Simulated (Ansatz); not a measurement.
The parent structure is ZrB$_{2}$ (space group P6/mmm, No. 191; a = 3.171 Å, c = 3.542 Å; relaxed with 0.1 eV smearing). Axes: x lies along a and z along c of the hexagonal cell.

All numbers come from DFT with PBE, PAW potentials and a 420 eV plane-wave cutoff in Ansatz (a first-principles code), no spin-orbit coupling.

Modification: the cell is stretched by 2.50 % along z with no lateral relaxation, atoms relaxed at fixed cell.

### Question
Predict the stress tensor and what it implies for the stiffness.

### Answer
Stress of the strained cell less that of the base (GPa, compression positive):
```
   -2.7     0.0     0.0
    0.0    -2.7     0.0
    0.0     0.0   -10.1
```

Then −Δσ_ii/ε with ε = 0.0250 gives secant stiffness values (nonlinear terms included at this strain): C33 ≈ 403 GPa, C13 ≈ 109 GPa and C23 ≈ 109 GPa.

As a check, the harmonic strain energy −½ V₀ Δσ:ε is 8.1 meV/atom; the computed energy rise is 8.3 meV/atom.

No phonon test of stability was made. The final runs are not spin-polarised.
